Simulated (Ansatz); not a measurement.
The starting structures come from a database of crystals and need not be the phases stable at ambient conditions.

The decay constant κ of evanescent states in the gap governs leakage through a thin film.

Data:

```xyz
2
Lattice="4.1195 0.0000 0.0000 -2.0598 3.5676 0.0000 2.0598 1.1892 3.3636" Properties=species:S:1:pos:R:3 pbc="T T T"
Mg     0.0000     0.0000     0.0000
Te     0.0000     2.3784     1.6818
```

Space group of this cell: Fm-3m, rock salt. The cell is strained (all lengths scaled by 0.98); by PBEsol its mean pressure is 2.2 GPa.

Transport runs along the normal of the first two printed cell vectors, the (111) plane of the conventional cell.

The gap is the functional's own, uncorrected, and κ follows it; spin-orbit coupling is left out. Mid-gap values are interpolated between the computed energies.

Question: State the band gap and the smallest decay constant κ at mid-gap according to PBEsol in Ansatz (an electronic-structure program).

Answer: Gap 0.47 eV on a 10×10×10 mesh; κ = 0.078 1/Å, at the zone centre.
